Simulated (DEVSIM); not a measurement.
Device: Cr/SiO2/p-Ge capacitor, at 300 K.

Layer 1 from the left is SiO2, thickness (nm) 8.00. Layer 2 from the left is Ge, thickness (nm) 4700, Na (cm⁻³) 1.6e16.

Metal gate on the left, work function 4.5 eV. Fixed charge at the semiconductor interface 1.7e10 cm⁻² (in units of +e); interface traps 1.6e11 cm⁻² eV⁻¹, uniform in energy, neutral level at 0.3 of the gap above the valence band.

The device is made up for the run: typed textbook-type constants, with dimensions and the other settings drawn at random. Values at 300 K.

SiO2: gap (eV) 9, affinity (eV) 0.9, permittivity 3.9. Ge: gap (eV) 0.664, affinity (eV) 4, permittivity 16, Nc (cm⁻³) 1.04e19, Nv (cm⁻³) 6e18.

Simulated with DEVSIM: 1D Poisson equation in equilibrium, Boltzmann statistics, complete ionisation; no quantum confinement or tunnelling. Metal contacts follow the ideal Schottky-Mott rule: no Fermi-level pinning, no interface dipoles.

Q: What does the simulation give for the threshold voltage (band bending 2φF), the minimum of the low-frequency capacitance, the flat-band voltage?

A: threshold voltage (band bending 2φF) 0.46 V; minimum of the low-frequency capacitance 0.0946 μF/cm²; flat-band voltage -0.02 V.
